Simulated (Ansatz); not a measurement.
Start from Ru in the hcp (Mg type) structure (space group P6_3/mmc, No. 194; relaxed with 0.1 eV smearing).

```xyz
2
Lattice="2.6914 0.0000 0.0000 -1.3457 2.3308 0.0000 0.0000 0.0000 4.2489" Properties=species:S:1:pos:R:3 pbc="T T T"
Ru     1.3457     0.7769     3.1867
Ru     0.0000     1.5539     1.0622
```

Level of theory: PBEsol (Ansatz, a program for electronic structure, PAW, no spin-orbit coupling).

Base values:

* **Pressure**: 0.0 GPa
* **Band gap**: zero

Now apply this change: the cell is scaled by 0.9800 in all directions; the atoms relax in the strained cell.

Problem. What happens to the pressure, energy relative to the base and band gap?

Solution. The pressure (mean of the normal stresses, compression positive) goes from zero to 24.3 GPa; the energy grows by 56 meV/atom; the band gap stays zero.

Stability against distortions was not tested. All final runs are without spin polarisation.
